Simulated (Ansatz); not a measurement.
We consider L1₂ (Cu3Au-type) Ni₃Fe, described by rVV10 (plane waves, PAW; Ansatz, a quantum-chemistry and plane-wave program).

Numerical settings: plane-wave cutoff 520 eV, 16×16×16 k mesh, Fermi–Dirac smearing 0.05 eV, spin-polarised with parallel moments, scalar-relativistic PAW data made under PBE.

Computed at the level's own relaxed cell.

Task: Give the computed equilibrium lattice constant a, bulk modulus B0, volume per atom, magnetic moment (largest site, within a sphere) and pressure derivative B′ of the bulk modulus.

Result: 
* **equilibrium lattice constant a**: 3.560 Å
* **bulk modulus B0**: 193 GPa
* **volume per atom**: 11.28 Å³/atom
* **magnetic moment (largest site, within a sphere)**: 2.88 μB
* **pressure derivative B′ of the bulk modulus**: 4.7

The run finds no gap.

Measured, for comparison: lattice constant a 3.545 Å (temperature not stated, copied from a table, unchecked, not corrected to a static lattice; as tabulated in Mineralogical Magazine 44, 225 (1981)). Computed (rounded) less measured: lattice constant a not scored (unchecked).

Moments are spin moments.

Computed values are for the static lattice.

It cost very roughly 10 core-minutes of CPU time.
